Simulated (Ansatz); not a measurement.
Formation energy of AlNi (CsCl type, Pm-3m) from the elements: levels of theory

This concerns the formation energy of AlNi (CsCl type, Pm-3m) from the elements. Reaction: Ni (fcc) + Al (fcc) → AlNi (CsCl type). A negative value means that the right-hand side lies lower. The value is per atom of the solid.

AlNi (CsCl type, Pm-3m), 2 atoms in the cell; spin state with PBE: no moments. Conventional cell: a = 2.8931 Å, b = 2.8931 Å, c = 2.8931 Å, α = 90.00°, β = 90.00°, γ = 90.00°.

Ni (fcc, Fm-3m), 1 atom in the cell; spin state with PBE: net moment 0.6 μB a cell.

Method: Ansatz (a first-principles code), PAW, neutral cells at 0 K with nuclei at rest, on structures from PBE. Ansatz runs with its PAW set soft_1. Other levels take these structures, unless marked own geometry. The lattices are those relaxed with PBE, so at other levels the solids can be strained, which adds to the spread. A dispersion term (D3(BJ), or D4 for r2SCAN) was computed beside these levels and is taken off wherever the name lacks it. Space groups of crystals are read within 0.01 Å. No search over spin orders was made beyond those shown.

```json
[
 {"Functional": "PBE", "value (eV/atom)": "-0.65"},
 {"Functional": "PBE+D3(BJ)", "value (eV/atom)": "-0.69"},
 {"Functional": "LDA", "value (eV/atom)": "…"},
 {"Functional": "PBEsol", "value (eV/atom)": "-0.67"},
 {"Functional": "RPBE", "value (eV/atom)": "…"},
 {"Functional": "r2SCAN+D4", "value (eV/atom)": "-0.69"},
 {"Functional": "r2SCAN (own geometry)", "value (eV/atom)": "-0.68"}
]
```

Some entries are withheld; supply them.


- LDA, value (eV/atom): -0.71
- RPBE, value (eV/atom): -0.64

The levels shown span 0.07 eV/atom, from LDA (-0.71) to RPBE (-0.64).

Rough cost of one single point on AlNi (CsCl type), against PBEsol's on the same shared machine and with each level's own mesh and cutoff: r2SCAN about 5 times.
